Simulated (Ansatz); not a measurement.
# Rh in the fcc (Cu type) structure (space group Fm-3m, No. 225)

Space group Fm-3m (No. 225); a = b = c = 3.830 Å, α = β = γ = 90.00°

```
atom  site  symmetry       x       y       z
----  ----  --------  ------  ------  ------
Rh      4a      m-3m  0.0000  0.0000  0.0000
```
(The calculation used a cell of 1 atom; values per cell refer to that cell.)

Level of theory: Ansatz (a first-principles code) PBE, scalar-relativistic without spin-orbit coupling. Settings: 21×21×21 k-points, 0.05 eV Fermi–Dirac smearing.

| Property | Value |
|---|---|
| Volume per atom | 14.05 Å³ |
| Density | 12.17 g/cm³ |
| Band gap | zero |
| Total energy | -6402.889 eV/atom (σ→0; compares only within this code and set-up) |

No phonon test of stability was made. All final runs are without spin polarisation.
